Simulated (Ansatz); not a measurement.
## InAs, response to strain

The reference is InAs in the zinc blende structure (space group F-43m, No. 216; a = 6.186 Å).

Strains are applied to the cell and any free atomic positions relax.

The values are results of PBE (Ansatz, a quantum-chemistry and plane-wave program; PAW; 420 eV plane waves; without spin-orbit coupling), not measurements.

Notes on the quantities. energy relative to the base: free energy F.

```csv
isotropic strain (%),energy relative to the base (meV/atom)
0,0.0
1.45,?
2.2,17.9
3.93,53.6
5.24,90.9
```

### Question
Fit ΔE = Aε² + Bε³ (ε in %) to the rows shown and predict the withheld row.

### Answer
Least squares on the printed values gives A = 3.96 and B = -0.12 meV/atom (largest residual 0.1 meV/atom); this predicts 7.9 meV/atom, and the run gives 8.0 meV/atom, in agreement.

A case with no gap was solved on a k-mesh chosen for an insulator, which is coarse for it. Whether these cells are dynamically stable was not tested. All final runs are without spin polarisation.
